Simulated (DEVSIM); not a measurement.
System: Al/SiO2/n-Ge capacitor, at 300 K.

Layer 1 from the left is SiO2, thickness (nm) 34.0. Layer 2 from the left is Ge, thickness (nm) 4000, Nd (cm⁻³) 2.2e16.

Metal gate on the left, work function 4.1 eV. Fixed charge at the semiconductor interface 0 cm⁻² (in units of +e); no interface traps.

Constants are typed, rounded textbook-type inputs, not results; the design itself was drawn at random and stands for no fabricated device. Values at 300 K.

SiO2: gap (eV) 9, affinity (eV) 0.9, permittivity 3.9. Ge: gap (eV) 0.664, affinity (eV) 4, permittivity 16, Nc (cm⁻³) 1.04e19, Nv (cm⁻³) 6e18.

**Question.** Estimate by hand the flat-band voltage, the threshold voltage, and compare with a numerical solution.

**Answer.** 
- Flat-band voltage: C = 0.102 μF/cm², work-function difference -0.059 V; VFB = φms − qNf/C = -0.06 V; numerical -0.06 V.
- Threshold voltage: φF = 0.180 V, depletion charge √(4εqNφF) = 5.99e-8 C/cm²; VT = VFB − 2φF − Qd/C = -1.01 V; numerical -1.01 V.

DEVSIM, 1D Poisson equation in equilibrium, Boltzmann statistics, complete ionisation; no quantum confinement or tunnelling. Metal contacts follow the ideal Schottky-Mott rule: no Fermi-level pinning, no interface dipoles.
